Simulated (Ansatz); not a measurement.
**Effect of biaxial strain +0.98 %, plane normal [001], relaxed out of plane on TlBiS2**

Base system: TlBiS₂ (space group R-3m, No. 166; a = 4.0847 Å, c = 21.7036 Å (hexagonal axes)). Axes: x lies along a and z along c of the hexagonal cell.

Perturbation: biaxial strain +0.98 %, plane normal [001], relaxed out of plane (Cartesian); in-plane vectors clamped, the third vector and the atoms free.

The values are results of PBEsol (Ansatz, an electronic-structure program), without spin-orbit coupling, not measurements. Settings: 9×9×9 k-points, 0.05 eV Fermi–Dirac smearing.

| quantity | base | changed | shift |
|---|---|---|---|
| space group | R-3m (No. 166) | R-3m (No. 166) | – |
| shortest interatomic distance | 2.830 Å | 2.839 Å | +0.009 Å |
| energy relative to the base (free energy F) | 0 meV/atom | +1.2 meV/atom | +1.2 meV/atom |
| pressure (mean of the normal stresses, compression positive) | 0.00 GPa | -0.48 GPa | -0.48 GPa |
| band gap | 0.16 eV | 0.11 eV | -0.05 eV |
| gap character | direct at Γ | direct at Γ | – |
| width of the top valence band | 2.17 eV | 2.13 eV | -0.045 eV |
| valence-band top at Γ (three highest levels, from the VBM) | 0.00, -1.78, -1.78 eV | 0.00, -1.76, -1.76 eV | – |
| out-of-plane strain | – | -1.09 % | – |
| ratio −ε⊥/ε∥ | – | 1.11 | – |

Final structure (turned so that z lies along the plane normal):

```
CELL_PARAMETERS angstrom
      4.12473     0.00000     0.00000
      2.06236     3.57212     0.00000
      2.06236    -1.19071     7.15583
ATOMIC_POSITIONS crystal
  Tl 0.00000 0.50000 0.50000
  Bi 0.00000 0.00000 0.00000
  S  0.47730 0.26135 0.78405
  S  0.52270 0.73865 0.21595
```

Cost of the whole job for the changed cell (relaxation, final SCF and bands): roughly 80 core-seconds.

Spin-orbit coupling, missing from the scalar runs, can matter with Bi and Tl. Whether these cells are dynamically stable was not tested. A zero or small gap of TlBiS2 can be the functional's error rather than a property of the material.
